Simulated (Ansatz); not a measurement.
## Response to strain in BN

The parent structure is BN in the zinc blende structure (space group F-43m, No. 216; a = 3.6097 Å). Axes: x, y, z lie along the cube axes.

Strains are applied to the cell and any free atomic positions relax.

Method: Kohn–Sham DFT with the r2SCAN functional, run in Ansatz (a quantum-chemistry and plane-wave program) with PAW and 500 eV plane waves, no SOC.

Notes on the quantities. pressure: mean of the normal stresses, compression positive; energy relative to the base: free energy F.

| variant | band gap | smallest direct gap | pressure | energy relative to the base |
|---|---|---|---|---|
| base | 5.00 eV | 9.59 eV | 0.00 GPa | 0 meV/atom |
| uniaxial strain ε_zz = +0.50 % | 4.95 eV | 9.53 eV | -1.93 GPa | +0.4 meV/atom |
| uniaxial strain ε_zz = +1.00 % | 4.90 eV | 9.48 eV | -3.83 GPa | +1.5 meV/atom |
| uniaxial strain ε_zz = +1.50 % | 4.85 eV | 9.43 eV | -5.68 GPa | +3.4 meV/atom |
| uniaxial strain ε_zz = +2.00 % | 4.80 eV | 9.38 eV | -7.48 GPa | +6.0 meV/atom |
| uniaxial strain ε_zz = +2.50 % | 4.75 eV | 9.32 eV | -9.25 GPa | +9.3 meV/atom |
| uniaxial strain ε_zz = +3.00 % | 4.70 eV | 9.27 eV | -10.97 GPa | +13 meV/atom |

Whether these cells are dynamically stable was not tested.
